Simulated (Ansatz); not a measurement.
For WTe2 (model structure, started from the 3R-MoS2 type, R3m, No. 160, 3 atoms in the cell), PBEsol (Ansatz, a first-principles code, plane waves, PAW) gives:

```
Property               Result
-------------------  --------
lattice constant a    3.501 Å
lattice parameter c  21.331 Å
```

Task: What does PBE-D3(BJ) (Ansatz, PAW) give for the same quantities?

Result: 
- lattice constant a: 3.508 Å (goes up by 0.2 %)
- lattice parameter c: 20.667 Å (decreases by 3.1 %)

Changes are worked out from the printed values.

Unless a cell is named, each level is at its own relaxed cell (PBEsol 25.16, PBE-D3(BJ) 24.48 Å³/atom).

Levels without +SOC leave out spin–orbit coupling, which shifts energies and cells of such heavy elements.

Caveats: a distance lies near a switch of the dispersion term, which can move the cell (PBE-D3(BJ)). Ansatz's density-functional and Hartree–Fock values are scalar-relativistic unless marked +SOC, with PAW data made under PBE.

A model structure was made by putting elements into a prototype or built by hand; it is no filed structure, need not be a known phase, and can be a saddle point held by its symmetry.
